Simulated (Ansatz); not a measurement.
We consider cubic perovskite CsSrF3, described by LDA (Ansatz, a quantum-chemistry and plane-wave program, PAW).

Numerical settings: plane-wave cutoff 520 eV, 8×8×8 k mesh, Fermi–Dirac smearing 0.01 eV, scalar-relativistic PAW data made under PBE.

The direct gap at Γ against volume; x = 100 ln(V/20.079 Å³). One gap is withheld.

```tsv
V (Å³/atom)	x	gap (eV)
18.874	-6.19	6.512
19.276	-4.08	6.446
19.678	-2.02	6.380
20.079	0.00	6.314
20.481	1.98	6.247
20.882	3.92	6.180
21.284	5.83	?
```

**Question.** Fit a straight line to the rows shown, give the volume deformation potential and predict the withheld gap.

**Answer.** Means of the 6 rows: x̄ = -1.065, ȳ = 6.3465 eV. Σ(x − x̄)(y − ȳ) = -2.3478 and Σ(x − x̄)² = 71.524, so the slope is -0.0328 eV per unit of x, and dE_g/d ln V = -3.3 eV. At x = 5.83: 6.3465 + (-0.0328) × (5.83 − (-1.065)) = 6.120 eV. The run gives 6.113 eV, 0.007 eV below the line, as the curve bends the same way over all rows.

Spin–orbit coupling is not included.

Note: the relaxation could not lower the start's symmetry, so the cell can be a saddle point above a distorted one.
